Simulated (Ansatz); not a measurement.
Defect migration in hcp Ru: Si-vacancy pair (Si on one host Ru site, one Ru site vacant), neutral cell. Calculation: PBE, PAW (plane waves to 420 eV; Ansatz, an electronic-structure program).

Cell of 36 host sites held at the relaxed PBE lattice; a 2×2×2 k-point mesh shifted by half a step along c; Fermi-Dirac width 0.10 eV, spin-restricted; finite-size errors left in. Static, classical nuclei. Forms of the defect that were not tried may lie lower. The start lies 0.11 eV above the lowest site run (PBE).

Barriers: single points on a 4×4×4 k-point mesh shifted by half a step along c at the bands' geometries (they differ from the bands' own by up to 0.05 eV, and are uncertain by about as much).

Relaxed starting cell (atoms counted from 1):

```
CELL_PARAMETERS angstrom
      8.16420     0.00000     0.00000
     -4.08210     7.07041     0.00000
      0.00000     0.00000     8.58609
ATOMIC_POSITIONS crystal
  Si 0.11505 0.21593 0.12428
  Ru 0.10975 0.22222 0.62429
  Ru 0.11198 0.55812 0.12428
  Ru 0.11033 0.55465 0.62428
  Ru 0.10881 0.88166 0.12427
  Ru 0.11045 0.88783 0.62427
  Ru 0.44609 0.22465 0.12428
  Ru 0.44659 0.22214 0.62428
  Ru 0.44826 0.55739 0.12428
  Ru 0.44453 0.55452 0.62428
  Ru 0.44117 0.88541 0.12429
  Ru 0.44576 0.88990 0.62428
  Ru 0.77890 0.22237 0.62429
  Ru 0.77599 0.55462 0.12428
  Ru 0.77755 0.55402 0.62428
  Ru 0.77737 0.88437 0.12426
  Ru 0.77867 0.88965 0.62428
  Ru 0.22093 0.11068 0.37508
  Ru 0.22096 0.11068 0.87346
  Ru 0.21826 0.44086 0.37396
  Ru 0.21829 0.44090 0.87459
  Ru 0.22264 0.77902 0.37509
  Ru 0.22266 0.77905 0.87348
  Ru 0.56015 0.11335 0.37227
  Ru 0.56015 0.11334 0.87628
  Ru 0.55565 0.44279 0.37441
  Ru 0.55566 0.44279 0.87415
  Ru 0.55656 0.77946 0.37501
  Ru 0.55657 0.77947 0.87357
  Ru 0.88855 0.11210 0.37337
  Ru 0.88858 0.11212 0.87527
  Ru 0.88800 0.44057 0.37505
  Ru 0.88804 0.44059 0.87351
  Ru 0.88964 0.77720 0.37548
  Ru 0.88963 0.77720 0.87309
```

End state 1 differs by these moves (Å; atoms that move under 0.08 Å are left out):

```json
[
 {"atom": "1", "element": "Si", "Δx": "-2.83", "Δy": "0.00", "Δz": "0.00"}
]
```

Q: Give the forward and backward barriers to end state 1 at the level PBE, PAW.

A: forward 0.47 eV, backward 0.47 eV; at the saddle point atom 1 has neighbours Ru at 2.34, 2 Ru at 2.39, Ru at 2.60, 4 Ru at 2.88 Å. The saddle point's order was not checked, and it lies on a symmetry element of the cell, where a band can be held.
